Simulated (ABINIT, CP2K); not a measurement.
Pressure against volume in diamond-structure Sn (space group 227) (CP2K, PBE)

```
CELL_PARAMETERS angstrom
      4.59072     0.00000     0.00000
      2.29536     3.97568     0.00000
      2.29536     1.32523     3.74830
ATOMIC_POSITIONS crystal
  Sn 0.50000 0.50000 0.50000
  Sn 0.75000 0.75000 0.75000
```

Computed with PBE, GPW, DZVP-MOLOPT-SR-GTH basis, GTH-PBE potentials (GTH_POTENTIALS) in CP2K. Settings: CUTOFF = 520 Ry; REL_CUTOFF = 50 Ry; SMEAR/METHOD = FERMI_DIRAC; ELECTRONIC_TEMPERATURE = 116.05 K; KPOINTS/SCHEME = MONKHORST-PACK 10 10 10; GAMMA_CENTERED = T; XC_FUNCTIONAL = PBE; Sn/BASIS_SET = DZVP-MOLOPT-SR-GTH; Sn/POTENTIAL = GTH-PBE-q4; METHOD = GPW; EPS_DEFAULT = 1e-10; NGRIDS = 5; SCF_GUESS = ATOMIC; EPS_SCF = 1e-06; MAX_SCF = 100; ADDED_MOS = 4. The cell above is the first row's. The rows scale it uniformly. In all rows fractional positions and the k mesh are held.

| V (Å^3/atom) | P (GPa) |
|---|---|
| 34.2055 | ? |
| 34.9491 | 2.46 |
| 35.6927 | 1.54 |
| 36.4363 | 0.72 |
| 37.1799 | 0.00 |
| 37.9235 | -0.62 |
| 38.6671 | -1.20 |
| 39.4107 | -1.73 |
| 40.1543 | -2.20 |

Question: Using a cubic, estimate the missing P at V = 34.2055 from the other rows, showing the fit.

Answer: With u = V - 37.6, the rows have u = -2.6509, -1.9073, -1.1637, -0.4201, 0.3235, 1.0671, 1.8107, 2.5543. Least squares gives P = -0.363 - 0.8493·u + 0.06556·u² - 0.00596·u³. Residuals (row less fit): 0.000, 0.003, -0.004, -0.006, 0.011, 0.002, -0.009, 0.004; standard error 0.008 (degrees of freedom: 4). The fitted pressure is zero at V0 = 37.19, where dP/dV = -0.9066, so B0 = -V0·dP/dV = 33.7 GPa. At the withheld row, u = -3.3945, so P = -0.363 - 0.8493 × (-3.3945) + 0.06556 × (-3.3945)² - 0.00596 × (-3.3945)³ = 3.508 GPa. The calculation gives 3.50 GPa, 0.008 GPa below the prediction (0.1 % of the range of P in the table). The row lies outside the fitted rows, so this is an extrapolation. From the scatter of the fitted rows alone, a prediction at this place has a standard error of 0.022 GPa, so the miss is 0.4 times that.

Carrying the step between the two nearest rows on in a straight line would have given 3.38, off by 0.12; series whose last step already gives the withheld value aren't shown. The reference cell has the volume at which an earlier scan in this program and functional put its minimum by a fit (its basis settings may differ). This is grey tin, the low-temperature phase. The runs keep the symmetry of the cell, so they don't test it for distortions. A plane-wave scan with the same functional (ABINIT, PseudoDojo) gives V0 = 36.85 Å^3/atom and B0 = 35.4 GPa; a Birch-Murnaghan fit to all rows here lies 0.9 % from it in V0 and -4 % in B0; the two differ in basis, and may differ in potentials and mesh. The PBE file for Sn was generated anew from PseudoDojo's inputs, some of which were changed. Values carry the incompleteness of an atom-centred basis. Cutoffs and mesh are single choices, not tested for convergence of this quantity. Series with a scatter that would blur these digits, or in which a gap closes, are not shown.
